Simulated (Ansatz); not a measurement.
# Al: response to strain

Start from Al in the fcc (Cu type) structure (space group Fm-3m, No. 225).

```yaml
crystal:
  lattice:
    - [0.00000, 2.02024, 2.02024]
    - [2.02024, 0.00000, 2.02024]
    - [2.02024, 2.02024, 0.00000]
  atoms:
    - { symbol: Al, position: [0.00000, 0.00000, 0.00000] }
```

Strains are applied to the cell and any free atomic positions relax.

Calculations: Ansatz (an electronic-structure program), PBE, PAW, cutoff 420 eV, scalar-relativistic without spin-orbit coupling.

```tsv
isotropic strain (%)	pressure (GPa)
-1.65	4.3
-1.48	?
-1.43	3.7
0	0.0
0.79	-1.7
3.62	-6.3
```

Question: Fit P = P₀ − Bδ + Cδ² with δ = (1 + ε)³ − 1 to the rows shown and predict the withheld row.

Answer: Least squares on the printed values gives P₀ = 0.0 GPa, B = 78.2 GPa, C = 195 GPa (largest residual 0.0 GPa); this predicts 3.8 GPa, and the run gives 3.8 GPa, in agreement.

No phonon test of stability was made.
